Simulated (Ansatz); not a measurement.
## MoPt2 (Immm, No. 71): properties by level of theory

```csv
level (code),equilibrium volume per atom (Å³/atom),bulk modulus (GPa),formation enthalpy (eV/atom)
LDA (Ansatz),14.61,…,-0.415
BLYP (Ansatz),…,228,-0.354
r²SCAN-D4 (Ansatz),15.00,301,-0.395
```

**Question.** What belongs in the gaps?

**Answer.** 
- LDA (Ansatz, a program for electronic structure), bulk modulus (GPa): 322
- BLYP (Ansatz), equilibrium volume per atom (Å³/atom): 16.21

Caveats: an element that serves as reference has a cell well above its measured volume (BLYP); the relaxation could not lower the start's symmetry, so the cell can be a saddle point above a distorted one (LDA, BLYP, r²SCAN-D4). Ansatz's density-functional and Hartree–Fock values are scalar-relativistic unless marked +SOC, with PAW data made under PBE.

The crystal itself was run without spin with LDA, BLYP, r²SCAN-D4; a magnetic state was not tried in these runs.

Static lattice: no zero-point or thermal effects.
